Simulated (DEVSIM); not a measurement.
Device: Cr/La2O3/n-Ge capacitor, at 300 K.

```csv
layer (left to right),material,thickness (nm),Nd (cm⁻³)
1,La2O3,2.70,-
2,Ge,570,1.1e18
```

Metal gate on the left, work function 4.5 eV. Fixed charge at the semiconductor interface 2e11 cm⁻² (in units of +e); interface traps 1.8e10 cm⁻² eV⁻¹, uniform in energy, neutral level at 0.3 of the gap above the valence band.

This is a model device: material constants are rounded textbook-type values typed into the input, and sizes, dopings and lifetimes were drawn at random. Values at 300 K.

| parameter | La2O3 | Ge |
|---|---|---|
| gap (eV) | 5.8 | 0.664 |
| affinity (eV) | 1.8 | 4 |
| permittivity | 27 | 16 |
| Nc (cm⁻³) | - | 1.04e19 |
| Nv (cm⁻³) | - | 6e18 |

DEVSIM, 1D Poisson equation in equilibrium, Boltzmann statistics, complete ionisation; no quantum confinement or tunnelling. Metal contacts follow the ideal Schottky-Mott rule: no Fermi-level pinning, no interface dipoles.

The La2O3 thickness was swept, all else fixed.

```
La2O3 thickness (μm)  capacitance of the dielectric stack (μF/cm²)  threshold voltage (band bending 2φF) (V)  minimum of the low-frequency capacitance (μF/cm²)
--------------------  --------------------------------------------  ----------------------------------------  -------------------------------------------------
0.0011                                                        21.7                                     -0.15                                              0.535
0.0015                                                        15.9                                     -0.16                                              0.531
0.0019                                                        12.6                                     -0.17                                              0.529
0.0023                                                        10.4                                     -0.17                                              0.526
0.0027                                                        8.85                                     -0.18                                              0.518
0.0032                                                        7.47                                     -0.20                                              0.510
```

From the first row to the last the capacitance of the dielectric stack goes from 21.7 to 7.47. From the first row to the last the threshold voltage (band bending 2φF) goes from -0.15 to -0.20.
